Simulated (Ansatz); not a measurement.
Results of G0W0@PBEsol+SOC (Ansatz, a first-principles code, hard PAW, contour deformation, complete-basis limit, spin–orbit shift from PBEsol) for AlSiCP (model structure, started from the AlSiCN type, R3m, No. 160, 4 atoms in the cell).

Numerical settings: largest k mesh 6×6×6 (not extrapolated in the mesh).

Cell (relaxed with PBEsol):

Space group R3m, hexagonal axes (No. 160); a = b = 3.4339 Å, c = 17.4897 Å, α = β = 90.00°, γ = 120.00°

```
atom  site  symmetry       x       y       z
----  ----  --------  ------  ------  ------
Al      3a        3m  0.0000  0.0000  0.9826
P       3a        3m  0.0000  0.0000  0.1248
Si      3a        3m  0.0000  0.0000  0.5197
C       3a        3m  0.0000  0.0000  0.6229
```
(The calculation used a cell of 4 atoms; values per cell refer to that cell.)

Task: What does this level give for the band gap?

Result: 
- band gap = 1.51 eV

Note: spin–orbit coupling enters as the shift of the gap found with a semilocal functional; the relaxation could raise the start's symmetry but not lower it, so the cell can be a saddle point.

The computed numbers hold no vibrational or temperature effects.

It cost around 2.4 core-hours (rough) of CPU time.

A model structure was made by putting elements into a prototype or built by hand; it is no filed structure, need not be a known phase, and can be a saddle point held by its symmetry.
